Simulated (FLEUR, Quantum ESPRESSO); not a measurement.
A FLEUR input for a self-consistent single point of MnF2 (P4_2/mnm, 6 atoms in the cell) (DFT, PBE, all-electron FLAPW (FLEUR), scalar-relativistic valence):

Input of the input generator:

```
MnF2
&input film=f /
1.0000000000 0.0000000000 0.0000000000
0.0000000000 1.0000000000 0.0000000000
0.0000000000 0.0000000000 0.6793328586
9.2989945497
1.0 1.0 1.0

6
25 0.5000000000 0.5000000000 0.5000000000 : 4.00
25 -0.0000000000 0.0000000000 -0.0000000000 : 4.00
9 0.6951700000 0.6951700000 0.0000000000 : 0.00
9 0.3048300000 0.3048300000 0.0000000000 : 0.00
9 0.8048300000 0.1951700000 0.5000000000 : 0.00
9 0.1951700000 0.8048300000 0.5000000000 : 0.00

&comp jspins=2 /
&kpt div1=4 div2=4 div3=5 gamma=t /
&end /
```

```xml
<?xml version="1.0" encoding="UTF-8" standalone="no"?>
<fleurInput fleurInputVersion="0.39">
   <comment>
      MnF2                                                                                                
   </comment>
   <calculationSetup>
      <cutoffs Kmax="4.5" Gmax="13.5" GmaxXC="13.5" numbands="0"/>
      <scfLoop itmax="60" minDistance="0.00001" maxIterBroyd="15" imix="Anderson" alpha="0.05" precondParam="0.0" spinf="2.0"/>
      <coreElectrons ctail="T" frcor="F" kcrel="0" coretail_lmax="0"/>
      <xcFunctional name="pbe" relativisticCorrections="F"/>
      <magnetism jspins="2"/>
      <soc l_soc="F" theta="0.0" phi="0.0" spav="F"/>
      <expertModes spex="0" secvar="F"/>
      <geometryOptimization l_f="T" forcealpha="1.0" forcemix="BFGS" epsdisp="0.00001" epsforce="0.00001"/>
      <ldaU l_linMix="F" mixParam="0.05" spinf="1.0"/>
   </calculationSetup>
   <cell>
      <bzIntegration valenceElectrons="58.0" mode="hist" fermiSmearingEnergy="0.00183747">
         <kPointListSelection listName="default-1"/>
         <!-- k-points included here -->
         <xi:include xmlns:xi="http://www.w3.org/2001/XInclude" href="kpts.xml"> </xi:include>
      </bzIntegration>
      <!-- symmetry operations included here -->
      <xi:include xmlns:xi="http://www.w3.org/2001/XInclude" href="sym.xml"> </xi:include>
      <bulkLattice scale="1.0">
         <bravaisMatrix>
            <row-1>    9.2989945496999997     0.0000000000000000     0.0000000000000000</row-1>
            <row-2>    0.0000000000000000     9.2989945496999997     0.0000000000000000</row-2>
            <row-3>    0.0000000000000000     0.0000000000000000     6.3171125495535208</row-3>
         </bravaisMatrix>
      </bulkLattice>
   </cell>
   <atomSpecies>
      <species name="Manganese 4.000" element="Mn" atomicNumber="25">
         <mtSphere radius="2.40" gridPoints="827" logIncrement="0.015"/>
         <atomicCutoffs lmax="10" lnonsphr="8"/>
         <electronConfig flipSpins="F">
            <coreConfig>(1s1/2) (2s1/2) (2p1/2) (2p3/2)</coreConfig>
            <valenceConfig>(3s1/2) (3p1/2) (3p3/2) (4s1/2) (3d3/2) (3d5/2)</valenceConfig>
            <stateOccupation state="(3d3/2)" spinUp="1.5" spinDown="0.5"/>
            <stateOccupation state="(3d5/2)" spinUp="3.0" spinDown="0.0"/>
         </electronConfig>
         <energyParameters s="4" p="4" d="3" f="4"/>
         <lo type="SCLO" l="0" n="3" eDeriv="0"/>
         <lo type="SCLO" l="1" n="3" eDeriv="0"/>
      </species>
      <species name="Fluorine (F)" element="F" atomicNumber="9">
         <mtSphere radius="1.35" gridPoints="467" logIncrement="0.023"/>
         <atomicCutoffs lmax="6" lnonsphr="4"/>
         <electronConfig flipSpins="F">
            <coreConfig>(1s1/2)</coreConfig>
            <valenceConfig>(2s1/2) (2p1/2) (2p3/2)</valenceConfig>
            <stateOccupation state="(2p1/2)" spinUp="0.8333333333" spinDown="0.8333333333"/>
            <stateOccupation state="(2p3/2)" spinUp="1.666666667" spinDown="1.666666667"/>
         </electronConfig>
         <energyParameters s="2" p="2" d="3" f="4"/>
      </species>
   </atomSpecies>
   <atomGroups>
      <atomGroup species="Manganese 4.000">
         <relPos label="                   1">1.000/2.000 1.000/2.000 1.000/2.000</relPos>
         <relPos label="                   2">.0000000000 .0000000000 .0000000000</relPos>
         <force calculate="T" relaxXYZ="TTT"/>
      </atomGroup>
      <atomGroup species="Fluorine (F)">
         <relPos label="                   3">-.3048300000 -.3048300000 .0000000000</relPos>
         <relPos label="                   4">.3048300000 .3048300000 .0000000000</relPos>
         <relPos label="                   5">-.1951700000 .1951700000 1.000/2.000</relPos>
         <relPos label="                   6">.1951700000 -.1951700000 1.000/2.000</relPos>
         <force calculate="T" relaxXYZ="TTT"/>
      </atomGroup>
   </atomGroups>
   <output dos="F" band="F" slice="F">
      <checks vchk="F" cdinf="F"/>
      <bandDOS minEnergy="-.5*Htr" maxEnergy="0.5*Htr" sigma="0.015" storeEVData="T"/>
      <vacuumDOS vacdos="F" integ="F" star="F" nstars="0" locx1="0.0" locy1="0.0" locx2="0.0" locy2="0.0" nstm="0" tworkf="0.0"/>
      <unfoldingBand unfoldBand="F" supercellX="1" supercellY="1" supercellZ="1"/>
      <plotting iplot="0" polar="F">
         <plot TwoD="T" vec1="  1.0  0.0  0.0" vec2="  0.0  1.0  0.0" vec3="  0.0  0.0  1.0" zero="  0.0  0.0  0.0" file="plot"/>
      </plotting>
      <chargeDensitySlicing numkpt="0" minEigenval="0.0" maxEigenval="0.0" nnne="0" pallst="F"/>
      <specialOutput eonly="F"/>
      <magneticCircularDichroism mcd="F" energyLo="-10.0" energyUp="0.0"/>
   </output>
  <!-- We include the file relax.xml here to enable relaxations (see documentation) -->
  <xi:include xmlns:xi="http://www.w3.org/2001/XInclude" href="relax.xml"> <xi:fallback/> </xi:include>
</fleurInput>
```

Write the same calculation as an input for Quantum ESPRESSO.

One input that does it (others would too):

```fortran
&CONTROL
   calculation = 'scf',
   outdir = './out',
   pseudo_dir = './',
   tprnfor = .true.,
   tstress = .true.,
/
&SYSTEM
   ibrav = 0,
   nat = 6,
   ntyp = 2,
   ecutwfc = 100,
   occupations = 'smearing',
   smearing = 'fermi-dirac',
   degauss = 0.0036749,
   nspin = 2,
   starting_magnetization(1) = 0.267,
/
&ELECTRONS
   conv_thr = 1.0e-11,
   mixing_beta = 0.2,
/
ATOMIC_SPECIES
Mn    54.9380  Mn.upf
F     18.9984  F.upf
CELL_PARAMETERS {angstrom}
   4.92081600     0.00000000     0.00000000
   0.00000000     4.92081600     0.00000000
   0.00000000     0.00000000     3.34287200
ATOMIC_POSITIONS {angstrom}
Mn    2.46040800    2.46040800    1.67143600
Mn    0.00000000    0.00000000    0.00000000
F     3.42080366    3.42080366    0.00000000
F     1.50001234    1.50001234    0.00000000
F     3.96042034    0.96039566    1.67143600
F     0.96039566    3.96042034    1.67143600
K_POINTS {automatic}
4 4 5  0 0 0
```

Basis, cutoffs, solver keys and any potentials are the target program's own. This input uses DFT, PBE, plane waves, PseudoDojo standard norm-conserving (PBE) pseudopotentials.

The starting cell comes from a database of computed structures (which also holds hypothetical and non-ambient phases and stackings), without a prior relaxation at this level. Its lattice was rescaled by a random factor within 2.5 % of one.
